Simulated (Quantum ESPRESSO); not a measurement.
# Habitual settings against a tight run: a (001) slab of NbRh (cut from a parent of space group no. 123; 4 atoms in the cell)

Self-consistent single point.

```
CELL_PARAMETERS angstrom
      2.82582     0.00000     0.00000
      0.00000     2.82582     0.00000
      0.00000     0.00000    19.82050
ATOMIC_POSITIONS crystal
  Nb 0.00000 0.00000 0.45106
  Nb 0.00000 0.00000 0.64683
  Rh 0.50000 0.50000 0.35317
  Rh 0.50000 0.50000 0.54894
```

Method of the run: PBEsol, PseudoDojo standard norm-conserving (PBESOL) pseudopotentials (plane waves; Quantum ESPRESSO).

Base settings: ecutwfc = 90 Ry; occupations = smearing; smearing = cold; degauss = 0.0147 Ry; potentials = {Nb: Nb.upf, Rh: Rh.upf}; K_POINTS = automatic 8 8 1 0 0 0; conv_thr = 1e-10 Ry; mixing_beta = 0.5.

Tight run (finer mesh or higher cutoff; not a proven limit): ecutwfc: 90 Ry → 126 Ry; conv_thr: 1e-10 Ry → 7.3e-11 Ry; K_POINTS: automatic 8 8 1 0 0 0 → automatic 11 11 1 0 0 0. It gave Fermi level (on the code's own zero) 5.28 eV; pressure averaged over the cell with its vacuum -5.02 GPa; largest force (vector length) 1.093 eV/Å.

Quick runs, as changes from the base:
- A: the base itself
- B: conv_thr: 1e-10 Ry → 7.3e-06 Ry; K_POINTS: automatic 8 8 1 0 0 0 → automatic 4 4 1 0 0 0
- C: ecutwfc: 90 Ry → 54 Ry; smearing: cold → fd; degauss: 0.0147 Ry → 0.0099958 Ry; K_POINTS: automatic 8 8 1 0 0 0 → automatic 1 1 1 0 0 0
- D: ecutwfc: 90 Ry → 45 Ry; K_POINTS: automatic 8 8 1 0 0 0 → automatic 4 4 1 0 0 0; potentials: PseudoDojo standard norm-conserving (LDA) [LDA (PW92)]
- E: ecutwfc: 90 Ry → 63 Ry; K_POINTS: automatic 8 8 1 0 0 0 → automatic 4 4 1 0 0 0; potentials: PseudoDojo standard norm-conserving (LDA) [LDA (PW92)]
- F: ecutwfc: 90 Ry → 45 Ry; conv_thr: 1e-10 Ry → 7.3e-06 Ry; K_POINTS: automatic 8 8 1 0 0 0 → automatic 2 2 1 0 0 0

Energies are extrapolated to zero smearing width, which holds to low order in the width alone (under cold and Methfessel-Paxton smearing the free energy itself is taken).

Dashes: energy of D, E, another energy zero.

† marks runs with another functional, U, potentials or spin treatment: their distance from the tight run is not a convergence error alone.

The count of work is k-points × plane waves × bands × iterations; it is no time. 

The starting cell comes from a database of computed structures (which also holds hypothetical and non-ambient phases and stackings), without a prior relaxation at this level. The slab is cut from that crystal, and its faces are unrelaxed. Its lattice was rescaled in the plane by a random factor within 2.5 % of one. Spin polarisation is off. The two faces of this cut differ, and no dipole correction was used. In the base run, forces exceed 1 eV/Å.

```csv
run,energy less tight (meV/atom),largest miss in a force vector (eV/Å),count of work / tight
A,8.9,0.113,0.43
B,-55.5,0.326,0.11
C,-1055.7,1.369,0.030
D†,–,0.467,0.055
E†,–,0.448,0.097
F,2050.6,0.704,0.021
```

Among the runs at the tight run's level, the energy misses run from 8.9 to 2050.6 meV/atom.
